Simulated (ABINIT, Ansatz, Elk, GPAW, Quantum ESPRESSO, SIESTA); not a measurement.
## Code comparison for Fe3Ge (Fm-3m, 4 atoms in the cell)

Self-consistent single point.

```xyz
4
Lattice="0.0000 2.8135 2.8135 2.8135 0.0000 2.8135 2.8135 2.8135 0.0000" Properties=species:S:1:pos:R:3 pbc="T T T"
Fe     2.8135     2.8135     2.8135
Fe     1.4067     1.4067     1.4067
Fe     4.2202     4.2202     4.2202
Ge     0.0000     0.0000     0.0000
```
Moments meant for the start (each program seeds them in its own way; μB, in the order of the atoms Fe Fe Fe Ge): 4.0 4.0 4.0 0.0.

All programs got the same cell, k-point mesh and kind of occupations, and the same starting moments (in Ansatz's words: kpoints.mp_grid.grid = 9 9 9; magnetization.spin_polarized = true; scf.occupations.method = fermi_dirac; scf.occupations.width = 0.136 eV); potentials, basis and cutoffs are each program's usual ones.

| code | model | pressure (GPa) | size of the net moment (μB/atom) | k-points | cutoff |
|---|---|---|---|---|---|
| Quantum ESPRESSO | PBEsol, PSlibrary ultrasoft (PBE) pseudopotentials | 2.32 | 1.23 | 35 | 55 Ry |
| ABINIT | PBEsol, norm-conserving pseudopotentials (PseudoDojo nc-sr-04 PBEsol standard) | 1.73 | 1.33 | 35 | 45 Ha |
| Elk | PBEsol, all-electron FP-LAPW, Elk's shipped species files, APW+lo basis with extra local orbitals | – | 1.22 | 35 | rgkmax 7.5 |
| GPAW | PBEsol, GPAW PAW datasets PBEsol (made by gpaw-setup) | 2.98 | 1.25 | 35 | 800 eV |
| Ansatz | PBEsol, PAW files made with PBE | 0.48 | 1.25 | 35 | default |
| SIESTA | GGA PBEsol, numerical atomic orbitals DZP, PseudoDojo PBEsol standard norm-conserving potentials (rewritten from UPF to PSML) | 2.15 | 1.35 | 365 | grid 400 Ry |

A dash marks a value that a program does not give, or that is left out as unsure.

The spread over the programs that give each value: pressure within 2.50 GPa; size of the net moment within 0.13 μB/atom.

The starting cell comes from a database of computed structures (which also holds hypothetical and non-ambient phases and stackings), without a prior relaxation at this level. Its lattice was rescaled by a random factor within 2.5 % of one. On Ansatz's run: The magnetic order is the one reached from the typed start; others were not searched systematically.

### Question
Why do the programs differ, and what cannot be compared?

### Answer
Differences of this kind can come from the potentials, where these differ, and from what each basis and cutoff leave unconverged. The valence holds different numbers of electrons (Quantum ESPRESSO 28, ABINIT 62, GPAW 28, Ansatz (a first-principles code) 62, SIESTA 62). The zero of total energies and Fermi levels follows the potentials and each program's conventions, so they are not compared here. SIESTA uses small atom-centred bases, whose incompleteness enters pressures, forces and empty levels differently from a plane-wave cutoff. Elk treats all electrons, but the usual bases taken here (sphere radii, linearisation, local orbitals, empty states) were not tested for convergence, so the values are no reference for the others. Ansatz's pressure is given at a fixed set of plane waves, as the other plane-wave codes print theirs; with its correction for the finite basis it is 0.66 GPa. Site moments depend on each program's spheres or projections; the total moment of the cell does not. The programs reduce the same mesh by symmetry to different extents, which changes the work and not the result. In the pressure, Ansatz (by 1.54) lies more than 1 GPa from the median of the plane-wave programs.

Left out of this page: FLEUR (with a known weakness of the program).

Keys are those of Ansatz 0.2.
